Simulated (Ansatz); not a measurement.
## CdIn2Se4 (I-4, No. 82; cell taken from a computed entry)

Level of theory: HSE06 (Ansatz, a first-principles code, PAW).

Run with plane-wave cutoff 460 eV, 6×6×6 k mesh, Fermi–Dirac smearing 0.01 eV, scalar-relativistic PAW data made under PBE.

Cell (relaxed with PBEsol):

Space group I-4 (No. 82); a = b = 5.843 Å, c = 11.547 Å, α = β = γ = 90.00°

```tsv
atom	site	symmetry	x	y	z
Cd	2a	-4..	0.0000	0.0000	0.0000
In	2b	-4..	0.0000	0.0000	0.5000
In	2d	-4..	0.5000	0.0000	0.2500
Se	8g	1	0.2222	0.2715	0.3613
```
(The calculation used a cell of 7 atoms; values per cell refer to that cell.)

```yaml
band_gap: 1.80 eV (on the SCF k mesh)
```

Measured, for comparison: band gap 1.55 eV (temperature not stated, not corrected to a static lattice; as tabulated in Kim et al. (2020), doi:10.1038/s41597-020-00723-8).

Note: cell and atoms aren't relaxed at this level (pressure 1.0 GPa).

Spin–orbit coupling is not included.
